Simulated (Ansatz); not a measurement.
A computed series for HfN: response to strain

Start from HfN in the rock salt structure (space group Fm-3m, No. 225; relaxed with 0.1 eV smearing).

```xyz
2
Lattice="0.0000 2.2629 2.2629 2.2629 0.0000 2.2629 2.2629 2.2629 0.0000" Properties=species:S:1:pos:R:3 pbc="T T T"
Hf     0.0000     0.0000     0.0000
N      2.2629     2.2629     2.2629
```

Strains are applied to the cell and any free atomic positions relax.

Computed with r2SCAN in Ansatz (plane waves to 500 eV, PAW, scalar-relativistic without spin-orbit coupling).

| isotropic strain (%) | pressure (GPa) |
|---|---|
| -3 | 31.2 |
| -2.5 | 25.1 |
| -2 | 19.4 |
| -1.5 | ? |
| -1 | 9.1 |
| -0.5 | 4.4 |
| 0 | 0.0 |

Fit P = P₀ − Bδ + Cδ² with δ = (1 + ε)³ − 1 to the rows shown and predict the withheld row.

Least squares on the printed values gives P₀ = 0.0 GPa, B = 276 GPa, C = 920 GPa (largest residual 0.1 GPa); this predicts 14.1 GPa, and the run gives 14.1 GPa, in agreement.

No phonon test of stability was made. All final runs are without spin polarisation. An odd electron count without spin: HfN.

Ansatz is an electronic-structure program.
